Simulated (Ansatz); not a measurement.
An H-capped Ge nanowire along [110], 24 atoms a period besides the caps, stretched and compressed along its axis from its relaxed period of 4.142 Å, atoms relaxed at each length.

Computed with PBE (plane waves to 420 eV, PAW; Ansatz, a quantum-chemistry and plane-wave program). Mesh 1×1×8. No spin polarisation. Isolated but for its images some 11 Å away. An idealised model, cut from the bulk lattice. Symmetry and one short period hold its shape; lower forms weren't sought. Values not marked SOC lack spin–orbit coupling. Buckling under compression is shut out by symmetry and the short period. Energies are free energies at a Fermi–Dirac width of 0.02 eV, from the unstrained cell.

```csv
strain (%),energy (meV a period),axial force (nN),PBE gap (eV)
-3.0,+215,-5.74,1.33
-1.5,+52,-2.72,1.31
0.0,0,0.00,1.27
+1.5,+48,+2.45,1.22
+3.0,+186,+4.64,1.16
```

The slope of the force at zero strain is 170 nN.
